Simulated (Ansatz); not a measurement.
**O on the 1x1 (0001) surface of corundum (cut with top plane Al), one in a 1x1 cell, started at the site 'top O'**

Host crystal: corundum, with a band gap (PBE, scalar-relativistic without spin-orbit coupling).

Calculation: PBE (plane waves to 420 eV, PAW; Ansatz, a first-principles code).

Slab: 21 atoms, 6.7 Å thick at the start under the adsorbate (thin: gaps and levels are the slab's own); k 6x6x1, smearing 0.01 eV, dipole-corrected; 9 atoms held, the rest relaxed; no symmetry held; spin-polarised, no spin-orbit, no U, no dispersion correction. The starting moment vanished. At the end it is bonded to Al. In PBE it is, or lies within 0.03 eV of, the lowest of the starts that converged.

- energy of the end state, in which the adsorbate paired with a surface O atom, against ½ O2(g) = 86 kJ/mol
- gap of the slab on its k-mesh = 3.50 eV
- highest filled level below the top vacuum level = 6.83 eV
- change of the step from the bottom to the top vacuum level, against the clean slab = 0.68 eV
- energy released by relaxation = 1.88 eV
- height of the binding atom over the mean of the host atoms within 0.3 Å of the top one = 0.921 Å
- magnetic moment of the cell = 0.00 μB
- largest move of a host atom = 0.45 Å
- caution = the clean host was not checked against rearrangement in a larger or rattled cell
- cost = roughly 20 core-minutes

A negative adsorption energy means that the adsorbate is more stable on the surface than in its reference.
